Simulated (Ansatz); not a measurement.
We consider SiSe2 (Ibam, No. 72, 6 atoms in the cell; start mp-1179443), described by PBE in Ansatz (plane waves, PAW).

Run with plane-wave cutoff 500 eV, 10×10×10 k mesh, Fermi–Dirac smearing 0.05 eV, scalar-relativistic PAW data made under PBE.

Cell (relaxed at this level):

Space group Ibam (No. 72); a = 6.654 Å, b = 11.149 Å, c = 5.933 Å, α = β = γ = 90.00°

```
atom  site  symmetry       x       y       z
----  ----  --------  ------  ------  ------
Si      4a       222  0.0000  0.0000  0.2500
Se      8j       ..m  0.1886  0.1107  0.0000
```
(The calculation used a cell of 6 atoms; values per cell refer to that cell.)

Predict the band gap.


* **band gap**: 2.21 eV (on the SCF k mesh)

Note: the relaxation could not lower the start's symmetry, so the cell can be a saddle point above a distorted one; the cell has widely spaced layers and the level no dispersion term, so their spacing and the moduli can rest on weak binding.

Spin–orbit coupling is not included.

The computed numbers hold no vibrational or temperature effects.

A start named mp-… is a Materials Project structure, which need not be a measured phase.

Ansatz is an electronic-structure program.
